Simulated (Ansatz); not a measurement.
We consider NbRu (P4/mmm, No. 123, 2 atoms in the cell; start mp-432), described by PBEsol in Ansatz (plane waves, PAW).

Input file:

Ansatz 0.2 input:
```yaml
crystal:
  lattice:
    - [3.0074394809, 0.0, 0.0]
    - [0.0, 3.0074394809, 0.0]
    - [0.0, 0.0, 3.3535334215]
  atoms:
    - { symbol: Nb, position: [0.0, 0.0, 0.0] }
    - { symbol: Ru, position: [0.5, 0.5, 0.5] }
basis:
  ecutwfc: 520
  ecutrho_ratio: 4
  xc_grid: 2
kpoints:
  mp_grid: { grid: [18, 18, 16] }
hamiltonian:
  xc: pbesol
  dispersion: none
  pseudopotentials: { azcp: { folder: ./paw }, kind: paw }
scf:
  occupations: { method: fermi_dirac, width: 0.05 }
output:
  forces: true
  stress: true
  eigenvalues: true
relax:
  f_tol: 0.004
  escape_saddle: false
  max_steps: 80
  cell: { stress_tol: 0.02, fix: [volume] }
```

The run printed, among other lines:

```
Relaxation: its limit of steps is 80 (relax.max_steps)
Crystal: 2 atoms, lattice volume = 30.332 Å³
Basis set: ecut = 520 eV, 821 PW (Γ), exchange–correlation on 48×48×50 points (8 copies of the dense FFT grid, shifted against one another)
Bands: 19, of which v1, the nominal top of the filled ones, is band 15 counted from 1 (14 counted from 0)
Symmetry: 16 space group operations
Space group: P4/mmm (ITA 123), of the structure as read, at distance tolerance 3.1e-5 Å
k-points: 495 of 5184
Initial density: superposition of atomic densities (chi_scale 0.1, normalization cell, long waves kept (reshape's long-wave potential 0.00 eV rms))
Functional: x = pbesol(κ = 0.804, μ = 0.12345679012345678), c = pbesol(β = 0.046)
SCF iter   1: F=—  HF=-10314.543911 eV  |F-HF|=—  |Δ(HF+E_count)|=         —  Δρ=1.77e-1  dr2=1.25e1
SCF iter   2: F=—  HF=-10313.118353 eV  |F-HF|=—  |Δ(HF+E_count)|=    1.43e0  Δρ=1.08e-1  dr2=5.16e0
  ...
SCF 1 converged in 7 iterations: F = -10312.376620 eV  dr2 = 4.58e-8
Crystal: 2 atoms, lattice volume = 30.332 Å³
Initial density: handed on by an earlier stage of this run
SCF 2 converged in 6 iterations: F = -10312.376620 eV  dr2 = 4.58e-14
Crystal: 2 atoms, lattice volume = 30.332 Å³
SCF iter   8: F=-10312.376620 eV  HF=-10312.376620 eV  |F-HF|=3.64e-12  |Δ(HF+E_count)|=  3.64e-12  Δρ=7.72e-9  dr2=1.30e-14
SCF iter   9: F=-10312.376620 eV  HF=-10312.376620 eV  |F-HF|=3.64e-12  |Δ(HF+E_count)|=  3.64e-12  Δρ=2.31e-9  dr2=1.28e-15
SCF 3 converged in 9 iterations: F = -10312.376620 eV  dr2 = 1.28e-15
SCF converged after 9 iterations
Free energy (F): -10312.376620 eV
Internal energy: -10312.357381 eV  (E = F + TS)
E sigma→0 (E₀):  -10312.367000 eV
Fermi energy:    21.582172 eV
--- Forces (eV/Å), atoms counted from 1 ---
  atom   1  Nb    -0.00000000     0.00000000     0.00000000
  atom   2  Ru     0.00000000     0.00000000     0.00000000
--- Stress (GPa, compression-positive) ---
        5.382400       0.000000       0.000000
        0.000000       5.382400       0.000000
        0.000000       0.000000       5.368850
  P = ⅓ Tr σ = 5.3779 GPa (53.779 kbar)
```

The cell is one volume of an energy–volume scan, off the minimum.

The PAW data were made under PBE.

Note: the run has no spin polarisation, so it can have missed a magnetic state. Note: the relaxation could not lower the start's symmetry, so the cell can be a saddle point above a distorted one.

Computing time: very roughly 40 core-seconds.

A start named mp-… is a Materials Project structure, which need not be a measured phase.

Ansatz is a quantum-chemistry and plane-wave program.
